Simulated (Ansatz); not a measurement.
Base system: TiB2 (space group P6/mmm, No. 191; a = 3.0320 Å, c = 3.2243 Å). Axes: x lies along a and z along c of the hexagonal cell.

Level of theory: plane-wave PAW DFT at the PBE level (Ansatz, a program for electronic structure, 420 eV), no spin-orbit coupling.

For the base:

| Item | Value |
|---|---|
| Volume per atom | 8.56 Å³ |

Perturbation: biaxial strain +2.00 %, plane normal [001], relaxed out of plane (Cartesian); in-plane vectors clamped, the third vector and the atoms free.

### Question
What does the calculation give for the volume per atom after the change?

### Answer
The volume per atom goes up by 0.267 Å³, from 8.56 Å³ to 8.82 Å³.

Stability against distortions was not tested. All final runs are without spin polarisation.
